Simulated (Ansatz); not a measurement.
Take MgO in the rock salt structure (space group Fm-3m, No. 225) as the base.

```xyz
2
Lattice="0.0000 2.1074 2.1074 2.1074 0.0000 2.1074 2.1074 2.1074 0.0000" Properties=species:S:1:pos:R:3 pbc="T T T"
O      0.0000     0.0000     0.0000
Mg     2.1074     2.1074     2.1074
```

Cartesian axes are those of the cell as printed.

The values are results of PBEsol (Ansatz, a program for electronic structure), without spin-orbit coupling, earlier PAW set, not measurements.

Base values:

The valence-band top at Γ is 0.00, 0.00, 0.00 eV. The band gap comes out as 4.62 eV. The gap character comes out as direct at Γ.

Now apply this change: the cell is stretched by 1.48 % along x with no lateral relaxation; the atoms relax in the strained cell.

### Question
How does this affect the valence-band top at Γ?

### Answer
The valence-band top at Γ (three highest levels, from the VBM) changes from 0.00, 0.00, 0.00 eV to 0.00, -0.03, -0.03 eV.

### Question
Estimate the effect on the band gap.

### Answer
The band gap decreases by 0.16 eV (4.62 eV → 4.46 eV).

### Question
What happens to the stress?

### Answer
The stress (xx, yy, zz, yz, xz, xy; compression positive) amounts to (-3.95, -1.29, -1.29, 0.00, 0.00, 0.00) GPa.

### Question
Estimate the effect on the gap character.

### Answer
The gap character is still direct at Γ.

No phonon test of stability was made. Labels are those of the standard path for the cell's own space group.
